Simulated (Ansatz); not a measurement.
Consider HgS in the zinc blende structure (space group F-43m, No. 216; a = 5.876 Å). Axes: x, y, z lie along the cube axes.

Level of theory: DFT with PBEsol, PAW potentials and a 420 eV plane-wave cutoff in Ansatz (an electronic-structure program), no SOC, earlier PAW set.

Free-standing slabs (2 atom(s) a layer) normal to [110] with 15 Å of vacuum; in-plane cell held at bulk.

One change was made to it. Results:

The shortest interatomic distance drops by 0.521 bohr, from 4.808 bohr to 4.287 bohr; the gap character comes out as indirect, U → Γ; the band gap becomes 1.97 eV (base: zero).

**Question.** Which change produced these results?
A. 7 layers
B. 2 layers
C. 1 layer
D. 3 layers

**Answer.** C, 1 layer. For comparison, the band gap in the other runs: 7 layers gives 0.30 eV; 3 layers gives 0.84 eV; 2 layers gives 1.18 eV.

With Hg present, leaving out spin-orbit coupling can change the band edges. Whether these cells are dynamically stable was not tested. All final runs are without spin polarisation. The zero or small gap of HgS can change with the level of theory. k-point labels follow each cell's own Brillouin zone.
